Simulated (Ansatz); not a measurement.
GaS (R-3m), Ansatz (a program for electronic structure) with PBEsol+D3BJ, rigid bands: N_c = 3.92e19 cm⁻³ at 300 K and an electron conductivity mass of 0.537 mₑ along x (a = (1.77, 1.02, 7.49) Å; b = (-1.77, 1.02, 7.49) Å; c = (0.00, -2.05, 7.49) Å).

For 1e16 electrons per cm³ at 300 K, place the Fermi level, estimate the Seebeck coefficient of a parabolic band with constant τ, and give mobility and conductivity for τ = 20 fs.

The level lies k_BT ln(N_c/n) = 0.214 eV below the conduction-band minimum. S ≈ −(k_B/e)[ln(N_c/n) + 5/2] = -928 μV/K, against -927 μV/K from the full bands (mean over directions). μ = eτ/m = 65.5 cm²/(V·s) and σ = neμ = 0.105 S/cm. τ is assumed, not computed.

Band transport and this doping are assumed; polarons and phonon drag are left out. Spin-orbit coupling is left out. Geometry: cell and atoms relaxed with PBEsol+D3(BJ).

Computed structure with no diffraction record at hand here (it may be known, metastable or hypothetical): GaS (R-3m). PBEsol with a dispersion correction tends to overbind, so the cell can be several per cent short, in bad cases over ten, which usually narrows a gap: GaS (R-3m).
